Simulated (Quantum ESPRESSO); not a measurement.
Quantum ESPRESSO run on Mg14CdSi (P-6m2, 16 atoms in the cell): self-consistent single point.

Method: LDA (PZ), GBRV 1.5 ultrasoft (LDA) pseudopotentials (plane waves; Quantum ESPRESSO).

```
CELL_PARAMETERS angstrom
      6.29113     0.00000     0.00000
     -3.14557     5.44828     0.00000
      0.00000     0.00000    10.37565
ATOMIC_POSITIONS crystal
  Mg 0.99898 0.49949 0.00000
  Mg 0.50051 0.00102 0.00000
  Mg 0.50051 0.49949 0.00000
  Mg 0.00023 0.50011 0.50000
  Mg 0.49989 0.99977 0.50000
  Mg 0.49989 0.50011 0.50000
  Mg 0.16531 0.83469 0.24882
  Mg 0.66938 0.83469 0.75118
  Mg 0.16531 0.33062 0.24882
  Mg 0.16531 0.83469 0.75118
  Mg 0.66938 0.83469 0.24882
  Mg 0.16531 0.33062 0.75118
  Mg 0.66667 0.33333 0.25120
  Mg 0.66667 0.33333 0.74880
  Cd 0.00000 0.00000 0.50000
  Si 0.00000 0.00000 0.00000
```

Reference input (self-consistent single point, DFT, LDA (PZ), plane waves, GBRV 1.5 ultrasoft (LDA) pseudopotentials): ecutwfc = 40 Ry; ecutrho = 200 Ry; occupations = smearing; smearing = fd; degauss = 0.0036749 Ry; potentials = {Mg: mg_lda_v1.4.uspp.F.UPF, Cd: cd_lda_v1.uspp.F.UPF, Si: si_lda_v1.uspp.F.UPF}; K_POINTS = automatic 6 6 3 0 0 0; conv_thr = 1e-09 Ry; mixing_beta = 0.3. This run's input differs from it in these lines:

```diff
@@ -14,4 +14,4 @@
   ntyp = 3
-  ecutwfc = 40
-  ecutrho = 200
+  ecutwfc = 32
+  ecutrho = 160
   occupations = 'smearing'
```

Log, with long lists cut:

```
     Self-consistent Calculation

     iteration #  1     ecut=    32.00 Ry     beta= 0.30

     negative rho (up, down):  1.900E-02 0.000E+00

     total energy              =   -1875.12026113 Ry
     estimated scf accuracy    <       2.58160707 Ry

     iteration #  2     ecut=    32.00 Ry     beta= 0.30

     negative rho (up, down):  1.891E-02 0.000E+00

     total energy              =   -1874.91717961 Ry
     estimated scf accuracy    <       0.82509928 Ry

     iteration #  3     ecut=    32.00 Ry     beta= 0.30

     negative rho (up, down):  1.900E-02 0.000E+00

     total energy              =   -1874.84024135 Ry
     estimated scf accuracy    <       1.23201367 Ry

   [... 8 blocks of this kind left out ...]

     iteration # 12     ecut=    32.00 Ry     beta= 0.30

     negative rho (up, down):  1.925E-02 0.000E+00

     total energy              =   -1874.95489094 Ry
     estimated scf accuracy    <          1.7E-09 Ry

     iteration # 13     ecut=    32.00 Ry     beta= 0.30

     negative rho (up, down):  1.925E-02 0.000E+00
     End of self-consistent calculation

     the Fermi energy is     5.8313 ev

!    total energy              =   -1874.95489095 Ry
     estimated scf accuracy    <          8.9E-11 Ry
     smearing contrib. (-TS)   =      -0.00343880 Ry
     internal energy E=F+TS    =   -1874.95145215 Ry

     convergence has been achieved in  13 iterations

     negative rho (up, down):  1.925E-02 0.000E+00

     Forces acting on atoms (cartesian axes, Ry/au):

     atom    1 type  1   force =    -0.00113825   -0.00065717    0.00000000
     atom    2 type  1   force =    -0.00000000    0.00131434    0.00000000
     atom    3 type  1   force =     0.00113825   -0.00065717    0.00000000
     atom    4 type  1   force =    -0.00066303   -0.00038280    0.00000000
     atom    5 type  1   force =     0.00000000    0.00076561    0.00000000
   [... lines left out ...]
     Total force =     0.010757     Total SCF correction =     0.000022
   [... lines left out ...]

     negative rho (up, down):  1.925E-02 0.000E+00
          total   stress  (Ry/bohr**3)                   (kbar)     P=      -65.17
  -0.00041863   0.00000000   0.00000000          -61.58        0.00        0.00
   0.00000000  -0.00041863  -0.00000000            0.00      -61.58       -0.00
  -0.00000000  -0.00000000  -0.00049176           -0.00       -0.00      -72.34

   JOB DONE.
```

The run converged in 13 iterations. Against the reference run the free energy goes up by 43.8 meV/atom, the pressure goes from -3.05 to -6.52 GPa and the largest force stays at 0.105 eV/Å.

The starting cell comes from a database of computed structures (which also holds hypothetical and non-ambient phases and stackings), without a prior relaxation at this level. Its lattice was rescaled by a random factor within 2.5 % of one.

Cost on one core of a shared machine: roughly 7 min.
